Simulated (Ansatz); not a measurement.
Consider the following.

```yaml
crystal:
  lattice:
    - [3.64673, 0.00000, 0.00000]
    - [-1.82336, 3.15816, 0.00000]
    - [0.00000, 0.00000, 5.58146]
  atoms:
    - { symbol: Sn, position: [0.00000, 0.00000, 0.00000] }
    - { symbol: S, position: [0.33333, 0.66667, 0.26458] }
    - { symbol: S, position: [0.66667, 0.33333, 0.73542] }
```

No spin polarisation.

Method: plane-wave PAW DFT at the PBE-D3(BJ) level (Ansatz, a first-principles code, 420 eV), no SOC. k-mesh 10×10×6 (Γ-centred); smearing 0.05 eV (Fermi–Dirac).

Question: What is the computed smallest direct gap?

Answer: 1.57 eV.

Question: What is the computed band gap?

Answer: 1.03 eV.

Load acts through the strain it causes; cell and atoms are relaxed under it. Whether these cells are dynamically stable was not tested. The cell was made from SnS$_{2}$ in the CdI2 type structure (space group P-3m1, No. 164; layered, stacked along the Cartesian z axis) by this change: pressure 1.8 GPa.
